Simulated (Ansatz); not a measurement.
A computed series for SrZrO3: carrier doping

Take SrZrO₃ (space group P4mm, No. 99; a cell from a computed database, its experimental status unchecked) as the base.

```cif
data_O3SrZr
_chemical_formula_sum 'Sr1 Zr1 O3'
_space_group_name_H-M_alt 'P 1'
_space_group_IT_number 1
_cell_length_a 4.11124
_cell_length_b 4.11124
_cell_length_c 4.19202
_cell_angle_alpha 90.000
_cell_angle_beta 90.000
_cell_angle_gamma 90.000
loop_
_space_group_symop_operation_xyz
  'x, y, z'
loop_
_atom_site_label
_atom_site_type_symbol
_atom_site_fract_x
_atom_site_fract_y
_atom_site_fract_z
_atom_site_occupancy
Sr1 Sr 0.50000 0.50000 0.55391 1
Zr1 Zr 0.00000 0.00000 0.00405 1
O1 O 0.00000 0.00000 0.48199 1
O2 O 0.50000 0.00000 0.95203 1
O3 O 0.00000 0.50000 0.95203 1
```

Carriers are added at fixed cell with a uniform background; the Fermi–Dirac width is that of 300 K.

Computed with plane-wave PAW DFT at the PBEsol level (Ansatz, a quantum-chemistry and plane-wave program, 420 eV), no spin-orbit coupling.

Notes on the quantities. Fermi level from band edge: Fermi level relative to the doped band's edge (positive inside the band; to 0.05 eV).

```tsv
variant	largest internal atomic displacement	Fermi level from band edge	gap between the host's bands	gap character
undoped	–	–	3.35 eV	indirect, R → Γ
electrons 2.0×10^21 cm⁻³	0.026 Å	+0.55 eV	3.44 eV	indirect, R → Γ
electrons 3.0×10^21 cm⁻³	0.026 Å	…	3.47 eV	indirect, R → Γ
electrons 5.0×10^21 cm⁻³	0.054 Å	+0.70 eV	3.54 eV	indirect, A → Γ
electrons 7.0×10^21 cm⁻³	0.065 Å	+0.85 eV	…	indirect, A → Γ
holes 2.0×10^21 cm⁻³	0.016 Å	+0.10 eV	3.47 eV	indirect, R → Γ
holes 3.0×10^21 cm⁻³	0.032 Å	+0.10 eV	3.51 eV	indirect, A → Γ
holes 5.0×10^21 cm⁻³	0.062 Å	+0.15 eV	3.61 eV	indirect, A → Γ
holes 7.0×10^21 cm⁻³	0.101 Å	+0.20 eV	3.69 eV	indirect, A → Γ
```

Q: Some entries are withheld; estimate them.

A: 
- electrons 3.0×10^21 cm⁻³, Fermi level from band edge: +0.60 eV
- electrons 7.0×10^21 cm⁻³, gap between the host's bands: 3.59 eV

Carriers are added with a uniform compensating background; total energy and stress of such cells depend on the potential's zero and are not compared; many-body gap narrowing is missing at this level. Whether these cells are dynamically stable was not tested.
